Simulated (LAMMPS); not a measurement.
One fault surface with several potentials: a slab of Cu (fcc) cut on the (001) plane, one half shifted rigidly along [1-10] and [110] of the cubic cell, atoms relaxed along the normal alone.

Interatomic potentials used:
- EAM-type AlCu.eam.alloy: classical force field (static), pair style eam/alloy, file AlCu.eam.alloy (LAMMPS); Cai and Ye, Phys Rev B, 54, 8398-8410 (1996)
- EAM-type CuNi.eam.alloy: classical force field (static), pair style eam/alloy, file CuNi.eam.alloy (LAMMPS); Onat and Durukanoglu, J Phys Cond Matt, 26, 035404 (2014)
- EAM-type CuZr_mm.eam.fs: classical force field (static), pair style eam/fs, file CuZr_mm.eam.fs (LAMMPS)
- EAM-type Cu_zhou.eam.alloy: classical force field (static), pair style eam/alloy, file Cu_zhou.eam.alloy (LAMMPS); Zhou et al, Acta Mater, 49, 4005 (2001)
- SNAP Cu_Zuo_JPCA2020.snap: machine-learned potential (static), pair style snap, file Cu_Zuo_JPCA2020.snap (LAMMPS); Y. Zuo, C. Chen, X, Li, Z. Deng, Y. Chen, J. Behler, G. Csányi, A. V. Shapeev, A. P. Thompson, M. A. Wood, S. P. Ong, "Performance and Cost Assessment of Machine Learning Interatomic Potentials" J. Phys. Chem. A 124, 4, 731-745 (2020)

| potential | largest along the first shift | largest on the surface |
|---|---|---|
| EAM-type AlCu.eam.alloy | 729 mJ/m² | 1230 mJ/m² |
| EAM-type CuNi.eam.alloy | 801 mJ/m² | 1400 mJ/m² |
| EAM-type CuZr_mm.eam.fs | 1010 mJ/m² | 1410 mJ/m² |
| EAM-type Cu_zhou.eam.alloy | 720 mJ/m² | 1100 mJ/m² |
| SNAP Cu_Zuo_JPCA2020.snap | 939 mJ/m² | 1780 mJ/m² |
